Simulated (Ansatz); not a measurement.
Base system: Li₂O in the anti-fluorite structure (space group Fm-3m, No. 225; a = 4.573 Å).

Computed with r2SCAN (Ansatz, a quantum-chemistry and plane-wave program; PAW; 500 eV plane waves; no SOC).

Before the change:

The pressure is 0.1 kbar and the hole mass is 0.96, 1.8, 1.8 mₑ (at Γ). The band gap is 5.77 eV.

Modification: an isotropic linear strain of −1.39 %; the atoms relax in the strained cell.

**Question.** What does the calculation give for the pressure after the change?

**Answer.** The pressure rises by 39.7 kbar to 39.8 kbar.

**Question.** What does the calculation give for the hole mass after the change?

**Answer.** The hole mass (degenerate bands, along [100]) becomes 0.98, 1.7, 1.7 mₑ (at Γ) (base: 0.96, 1.8, 1.8 mₑ (at Γ)).

**Question.** Estimate the effect on the band gap.

**Answer.** The band gap goes up by 0.09 eV (5.77 eV → 5.86 eV).

**Question.** Estimate the effect on the energy relative to the base.

**Answer.** The energy grows by 3.9 meV/atom.

Effective masses come from finite differences of ±0.01 Å⁻¹. Stability against distortions was not tested.
